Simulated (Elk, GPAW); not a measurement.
An Elk input for a self-consistent single point of Zr4Al3 (P6/mmm, 7 atoms in the cell) (DFT, LDA (PW92), all-electron FP-LAPW, Elk's shipped species files, APW+lo basis with extra local orbitals):

```
tasks
  0

xctype
  3

rgkmax
  7.5

gmaxvr
  14.0

nxlo
  2

lorbcnd
  .true.

rmtscf
  0.89

lmaxi
  2

stype
  3

swidth
  0.00367493

scale
  1.889726125

avec
    5.4690670248   -0.0000002558    0.0000000000
   -2.7345332909    4.7363511064    0.0000000000
    0.0000000000    0.0000000000    5.4291000000

sppath
  'species/'

atoms
  2   : nspecies
  'Zr.in'   : spfname
  4   : natoms; atposl, bfcmt below
  0.0000000000  0.0000000000  0.2603300000    0.0 0.0 0.0
  0.0000000000  0.0000000000  0.7396700000    0.0 0.0 0.0
  0.3333333333  0.6666666667  0.5000000000    0.0 0.0 0.0
  0.6666666667  0.3333333333  0.5000000000    0.0 0.0 0.0
  'Al.in'   : spfname
  3   : natoms; atposl, bfcmt below
  0.0000000000  0.5000000000  0.0000000000    0.0 0.0 0.0
  0.5000000000  0.0000000000  0.0000000000    0.0 0.0 0.0
  0.5000000000  0.5000000000  0.0000000000    0.0 0.0 0.0

ngridk
  5 5 4
```

Question: Translate this input to GPAW.

Answer: One input that does it (others would too):

```python
from ase import Atoms
from ase.units import GPa
from gpaw import GPAW

atoms = Atoms(['Zr', 'Zr', 'Zr', 'Zr', 'Al', 'Al', 'Al'],
              cell=[[5.469067, 0.000000, 0.000000],
                    [-2.734533, 4.736351, 0.000000],
                    [0.000000, 0.000000, 5.429100]],
              positions=[[0.000000, 0.000000, 1.413358],
                         [0.000000, 0.000000, 4.015742],
                         [-0.000002, 3.157569, 2.714550],
                         [2.734536, 1.578782, 2.714550],
                         [-1.367266, 2.368175, 0.000000],
                         [2.734533, 0.000000, 0.000000],
                         [1.367267, 2.368175, 0.000000]],
              pbc=True)

calc = GPAW(mode={'name': 'pw', 'ecut': 550},
            xc='LDA',
            kpts={'size': (5, 5, 4), 'gamma': True},
            occupations={'name': 'fermi-dirac', 'width': 0.1},
            nbands=-13,
            symmetry={'symmorphic': False, 'tolerance': 0.0005},
            maxiter=150,
            txt='-')

atoms.calc = calc

energy = atoms.get_potential_energy()
print('Energy (eV):', round(energy, 6))
forces = atoms.get_forces()
print('Forces (eV/Ang):')
print(forces.round(5))
stress = atoms.get_stress()
print('Stress (GPa, Voigt):', (stress / GPa).round(4))
```

Basis settings and potentials, where a program has them, do not carry over. This input uses DFT LDA (Perdew-Wang 92), plane waves, GPAW PAW datasets LDA (gpaw-data 1.0.1). LDA parametrisations can differ slightly between programs.

The starting cell comes from a database of computed structures (which also holds hypothetical and non-ambient phases and stackings), without a prior relaxation at this level. Its lattice was rescaled by a random factor within 2.5 % of one.
